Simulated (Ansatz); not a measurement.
Start from ZnS in the zinc blende structure (space group F-43m, No. 216; a = 5.389 Å).

One thing is altered: an isotropic linear strain of −2.00 %, atoms relaxed at fixed cell.

Method: r2SCAN (Ansatz, a quantum-chemistry and plane-wave program, PAW, without spin-orbit coupling).

Base, band edges from the VBM (valence, conduction): X -2.31, 3.71; W -2.82, 6.03; L -0.90, 3.82; Γ 0.00, 2.70; K -1.88, 4.49; U -1.88, 4.49 eV.

**Question.** Give the band edges at the high-symmetry points of the new zone, measured from its valence-band maximum.

**Answer.** 
```
point  valence edge (eV)  conduction edge (eV)
-----  -----------------  --------------------
Γ                   0.00                  2.99
X                  -2.55                  3.56
U                  -2.08                  4.42
K                  -2.08                  4.42
L                  -1.00                  3.94
W                  -3.07                  6.01
```

The gap is 2.99 eV, direct at Γ.

No phonon test of stability was made.
